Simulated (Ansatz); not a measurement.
**Cubic perovskite SrVO₃: cohesive energy by level of theory**

No measured value is used here.

```csv
level (code),value (eV/atom),cell (Å³/atom)
LDA (Ansatz),___,10.74
PBE (Ansatz),6.02,11.48
PBEsol (Ansatz),6.46,11.06
r²SCAN (Ansatz),6.02,11.22
```

Some entries are withheld; supply them.


- LDA (Ansatz, a first-principles code), value (eV/atom): 7.17

LDA, PBE, PBEsol, r²SCAN: the relaxation could not lower the start's symmetry, so the cell can be a saddle point above a distorted one. PBE, PBEsol: the free atom's electronic state is in doubt. Each level is taken at its own relaxed cell. Cutoffs differ between the levels. Ansatz's density-functional and Hartree–Fock values are scalar-relativistic unless marked +SOC, with PAW data made under PBE.
